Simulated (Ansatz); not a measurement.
# Hypothetical diamond Cr: pressure 7.5 GPa

The parent structure is Cr in the diamond structure (space group Fd-3m, No. 227; a = 5.0948 Å; non-magnetic; a hypothetical phase, not in the database extracts checked).

Modification: cell and atoms relaxed at a pressure of 7.5 GPa.

Method: Kohn–Sham DFT with the PBE functional, run in Ansatz (a first-principles code) with PAW and 420 eV plane waves, scalar-relativistic without spin-orbit coupling. k-mesh 16×16×16 (Γ-centred); smearing 0.05 eV (Fermi–Dirac).

The volume per atom shrinks by 1.035 Å³ to 15.50 Å³ and the density rises by 0.35 g/cm³, from 5.22 g/cm³ to 5.57 g/cm³. The lattice parameter a drops by 0.109 Å (5.095 Å → 4.986 Å) and the enthalpy H = E + PV relative to the base's energy comes out as +0.75 eV/atom. The band gap is still zero.

Load acts through the strain it causes; cell and atoms are relaxed under it. No phonon test of stability was made. Competing high-pressure phases were not computed. Starting moments died away, wholly or in part, for the base; another magnetic solution may exist. All final runs are without spin polarisation. Cr has a high density of states at the Fermi level and may be magnetic at this level.
